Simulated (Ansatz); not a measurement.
Input and output of a relaxation of cell and atoms for KBa3 (Fm-3m, 4 atoms in the cell) (Ansatz, a first-principles code).

Method of the run: LDA (PW92), default PAW files made with PBE (plane waves; Ansatz).

```
CELL_PARAMETERS angstrom
      0.00000     5.13016     5.13016
      5.13016     0.00000     5.13016
      5.13016     5.13016     0.00000
ATOMIC_POSITIONS crystal
  K  0.00000 0.00000 0.00000
  Ba 0.25000 0.25000 0.25000
  Ba 0.75000 0.75000 0.75000
  Ba 0.50000 0.50000 0.50000
```

Reference input (self-consistent single point, DFT, LDA (PW92), plane waves, default PAW files made with PBE): basis.ecutwfc = 420 eV; kpoints.mp_grid.grid = 6 6 6; hamiltonian.xc = lda; hamiltonian.pseudopotentials = {kind: paw} (the program's default PAW files); scf.occupations.method = methfessel_paxton; scf.occupations.width = 0.272 eV. This run's input differs from it in these lines:

Ansatz 0.2 input:
```diff
@@ -11,3 +11,3 @@
 basis:
-  ecutwfc: 420.0 eV
+  ecutwfc: 590.0 eV
 kpoints:
@@ -19,2 +19,4 @@
   occupations: { method: methfessel_paxton, width: 0.272 eV }
+relax:
+  cell: {}
 output:
```

Output, abridged:

```
   [... SCF lines of the steps left out ...]
relax step   1: F+E_penalty+E_count = -18834.31534157 eV  Δ(F+E_penalty+E_count) = +0.000e0 eV  max|allowed force component| = 1.012e-18 eV/Å  Δτ_max = 0.0000 Å  P = -1.111 GPa  Ω = 270.037 Å³  (7 SCF iters, dr2 threshold 1.00e-7 eV, accepted)
relax step   2: F+E_penalty+E_count = -18834.37970347 eV  Δ(F+E_penalty+E_count) = -6.436e-2 eV  max|allowed force component| = 5.276e-18 eV/Å  Δτ_max = 0.0000 Å  P = -0.927 GPa  Ω = 259.944 Å³  energy of the carried Pulay correction = +2.685e-6 eV  [...]
   [... lines left out ...]
relax step   4: F+E_penalty+E_count = -18834.48826068 eV  Δ(F+E_penalty+E_count) = -4.467e-4 eV  max|allowed force component| = 5.929e-19 eV/Å  Δτ_max = 0.0000 Å  P = -0.043 GPa  Ω = 226.878 Å³  energy of the carried Pulay correction = +1.225e-5 eV  [...]
relax step   5: F+E_penalty+E_count = -18834.48824660 eV  Δ(F+E_penalty+E_count) = +1.407e-5 eV  max|allowed force component| = 5.850e-19 eV/Å  Δτ_max = 0.0000 Å  P = -0.043 GPa  Ω = 226.878 Å³  stress off target by 4.32e-2 GPa  SCF on the basis [...]
basis re-selected at this cell: Δ(F+E_penalty+E_count) = +1.407e-5 eV, ΔP = +0.000 GPa vs the last step
the relaxation is at rest under the 48 symmetry operations that the run kept from its start: a minimum is not shown …
Stability not checked (fill_not_monotonic)
Free energy (F): -18834.488247 eV
Internal energy: -18834.467698 eV  (E = F + TS)
   [... lines left out ...]
Fermi energy:    5.463269 eV
  cell:  # Å, volume = 226.8782 Å³
   [... lines left out ...]
  atoms:
    - { symbol: K, position: [1.2083143348461994e-34, -2.630777146452602e-34, -9.258687013990086e-35] }
    - { symbol: Ba, position: [0.24999999999999994, 0.24999999999999994, 0.24999999999999994] }
    - { symbol: Ba, position: [0.7499999999999999, 0.7499999999999999, 0.7499999999999999] }
    - { symbol: Ba, position: [0.4999999999999999, 0.4999999999999999, 0.4999999999999999] }
```

The run converged. 

Summary of the result:
* **Free energy E − TS (on the zero of these files)**: -18834.4882 eV
* **Fermi level (on the code's own zero)**: 5.46 eV
* **Pressure**: -0.04 GPa
* **Final cell**: a = b = c = 6.8460 Å, α = β = γ = 60.00°
* **Final volume per atom**: 56.72 Å³
* **Relaxation steps**: 5

The starting cell comes from a database of computed structures (which also holds hypothetical and non-ambient phases and stackings), without a prior relaxation at this level. The relaxation keeps the symmetry of its start, so its end need not be a minimum. Ansatz's pressure includes its estimate of the finite-basis (Pulay) stress.

Cost on one core of a shared machine: roughly 90 s.
